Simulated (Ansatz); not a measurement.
The reference is an 8-atom supercell of AlRu in the CsCl type structure (space group Pm-3m, No. 221) at its relaxed geometry.

```xyz
8
Lattice="2.9825 -2.9825 -2.9825 -2.9825 2.9825 -2.9825 2.9825 2.9825 2.9825" Properties=species:S:1:pos:R:3 pbc="T T T"
Al     0.0000     0.0000    -2.9825
Al     0.0000     0.0000     0.0000
Al     0.0000     2.9825     0.0000
Al     2.9825     0.0000     0.0000
Ru     1.4913     1.4913    -1.4913
Ru     1.4913     1.4913     1.4913
Ru    -1.4913     1.4913    -1.4913
Ru     1.4913    -1.4913    -1.4913
```

Computed with r2SCAN (Ansatz, a first-principles code), spin-orbit coupling left out.

One neutral defect a cell, atoms relaxed at fixed cell.

One change was made to it. Results:

The pressure goes from zero to 75.2 GPa; the largest displacement of a host atom from its site in the perfect cell comes out as 1.09 Å.

### Question
Name the change that was made.
A) Sb on a Ru site
B) Ru interstitial (started 1.49 Å from the nearest host atom)
C) Ru vacancy

### Answer
B, Ru interstitial (started 1.49 Å from the nearest host atom). For comparison, the pressure in the other runs: Ru vacancy gives -4.9 GPa; Sb on a Ru site gives 21.1 GPa.

In so small a cell the defect repeats every few ångströms: this is an ordered compound, not a dilute defect. The final runs are not spin-polarised.
